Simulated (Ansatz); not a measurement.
A periodic model of amorphous Zr40O78:

```xyz
118
Lattice="11.2334 0.0000 0.0000 0.0000 11.2334 0.0000 0.0000 0.0000 11.2334" Properties=species:S:1:pos:R:3 pbc="T T T"
Zr     0.4252     3.6467     5.8735
Zr     9.0370     1.7011     6.0830
Zr     7.1713     2.2080     0.7722
Zr     4.4619     8.6635     5.5606
Zr     3.8082     1.6840    10.8648
Zr     6.7542     5.1595     6.0286
Zr     3.7639     3.0564     6.9482
Zr    10.1972     9.9238     6.6842
Zr     6.5951     6.8977     3.0317
Zr     0.6336     1.2124     8.5620
Zr     1.5004     8.6046     3.7690
Zr     8.8749    10.7492     9.5897
Zr     3.9830     4.9447     0.7287
Zr     0.7135     6.1995     1.9222
Zr     2.1505    11.2319     5.9055
Zr     6.2957     2.2120     4.3931
Zr     7.2210     8.6394     7.4127
Zr     4.5885     6.7454     8.3374
Zr     0.5165     2.8854     0.5250
Zr     6.5921     7.1598    11.0197
Zr     0.9019     5.0556     9.2975
Zr     4.4085    11.2170     2.8226
Zr     6.0596     0.4346     7.6757
Zr    10.7515     0.3293     3.5335
Zr     8.9041     2.9684     8.8230
Zr     3.1866     9.8019     9.3577
Zr     1.5186     7.2713     7.1070
Zr     3.5329     8.2585     1.3888
Zr     9.7484     8.8895     1.6966
Zr     5.9315     3.8520     9.3187
Zr     3.4253     5.7300     4.3669
Zr     9.5667     6.9899     4.7889
Zr     9.2244     5.0781     0.3570
Zr     9.2108     3.9553     3.4664
Zr     7.6669     9.9679     4.1123
Zr     1.5831    10.9734     0.9983
Zr     8.9876     6.3517     8.5292
Zr     2.5510     2.7535     3.2401
Zr     5.8609    10.3639    11.1231
Zr     0.0649     8.5949     9.9723
O     10.2762     2.3574     4.3142
O     10.9096     7.5372     0.5819
O      9.1236     8.5801     8.3601
O      0.2473     1.2182     1.7569
O      3.5388    10.8043     0.0241
O      1.7965     2.3659     7.0810
O      5.3376     3.2275     0.1150
O      1.5611     1.0696    10.5923
O      7.6881     0.4787    11.0762
O      8.0030     3.4582     5.2320
O      5.1697     9.6480     1.7359
O      4.6500     8.5194    10.5466
O      2.5657     6.3821     0.8318
O      9.9225     5.4865     2.2709
O      7.9608     5.7242     4.1433
O      0.8968     5.1823     7.1434
O     10.9044    10.3422     8.7527
O      9.8915     1.3536     9.5675
O     10.8520     7.7652     3.2777
O      8.4489     6.4549     6.5688
O      7.4463     5.8842     1.2935
O      9.8896     4.7214     9.3856
O     10.2647     3.0497     7.2476
O      6.8886    10.0966     9.0271
O      1.5718     6.3389     3.8330
O      2.6312     6.1300     8.8774
O      2.6862     3.4965     0.1273
O      1.7388     9.2213    11.0167
O      5.3744     3.5618     5.6213
O      1.6422     8.6149     8.5793
O      4.4340     1.9594     3.6397
O      3.3780     6.6555     6.2672
O      2.9167     1.2826     1.7369
O      5.8908     7.2325     6.5512
O      9.2851    11.1210     5.0285
O      7.0279     1.2544     5.9969
O      4.7759     0.2092     9.4041
O      3.7783     4.4816     2.6958
O      8.5736     8.8162     5.6740
O      5.4955     5.8724     4.3839
O      2.5633     3.9247     5.1216
O      8.6359    11.0946     7.4903
O      4.3430     1.2028     6.7250
O      7.4231     2.8411     2.7088
O      7.3088     8.9088     0.3725
O      1.0922     3.8473     2.2876
O      2.3038     8.9275     5.8628
O      6.0864     9.9827     6.3688
O      0.5123    10.2564     4.8042
O      5.1338     6.8274     1.4907
O      6.6718     7.2515     8.8975
O      3.8092    10.5876     4.7786
O     10.4138     5.0340     4.8871
O      0.2282     9.9451     2.2376
O      6.0788     8.6050     4.1244
O      9.0326    10.6378     2.6293
O      7.7450     3.6647    10.6378
O      2.6929     9.9440     2.4921
O      1.6108     1.3537     4.4020
O      0.2059     4.9938     0.1018
O      2.2477    11.1445     8.0242
O      8.3436     8.1323     3.1000
O     11.0194     7.8668     6.1270
O      0.6985     3.0963     9.5309
O     11.1676     0.5828     6.6815
O      8.5546     6.6903    10.4575
O      6.8647     2.0610     8.6961
O      9.9474     9.8001    11.0615
O      5.0441     4.8471     7.6383
O      6.3726     0.2172     3.6009
O     11.0795     6.8538     8.8716
O      7.5650     4.6255     8.1002
O      9.6136     3.1464     1.1477
O      3.5967     7.8158     3.6675
O      5.4603     0.9480     0.9637
O      4.2079     8.7428     7.8626
O      4.1129     2.8394     9.0057
O      5.1267     5.6455    10.2379
```

Computed with PBE, scalar-relativistic without spin-orbit coupling (plane waves to 420 eV, PAW; Ansatz, an electronic-structure program). The usual formal charges leave 4 electrons over, so the level spacing at the Fermi energy parts defect or band states and needn't be the band gap.

The cell was made by melting and quenching with the CHGNet potential and then relaxed with DFT. O atoms were pushed apart under 1.9 Å during the dynamics, to hinder bonds among them. The hot cell started wider than the set density and was brought back towards it in steps. It is the lowest in DFT energy of 4 quenches. It is a model cell: composition and starting density were chosen by hand, and all elements were melted together. No dispersion term was used. Its density started from a set value of 5.60 and ended at 5.74 g/cm³. Cooling (nominally 240 K/ps over its main leg) ran many orders faster than in experiment, which tends to leave more defects and strain. A cell of this size samples the disorder only roughly. The volume was free in the relaxation, at fixed shape. Stress components on the final sampling reach 1.1 GPa.

Cut-offs for bonds: Zr-Zr 3.41 Å, Zr-O 2.78 Å, O-O 1.58 Å. Two cations that share two anions don't count as bonded, nor two that share one unless they lie closer than Zr-Zr 3.32 Å.

**Question.** Give the coordination numbers, mean bond lengths and angles.

**Answer.** 
| Property | Value |
|---|---|
| Mean coordination of Zr by anions | 6.92 (10 with 6, 23 with 7, 7 with 8); 2 close contacts or bonds to cations besides |
| Mean coordination of O | 3.55 (36 with 3, 41 with 4, 1 with 5) |
| Mean Zr-O bond | 2.202 Å (spread 0.142 Å, 277 counted) |
| Mean Zr-Zr close contact | 3.022 Å (spread 0.000 Å, 1 counted) |
| Bond angle at Zr | mean 101.2°, spread 29.9° |
| Bond angle at O | mean 111.2°, spread 16.3° |

**Question.** List the pairs of like atoms that count as bonded by the rules above.

**Answer.** Zr2-Zr25 (3.02 Å).
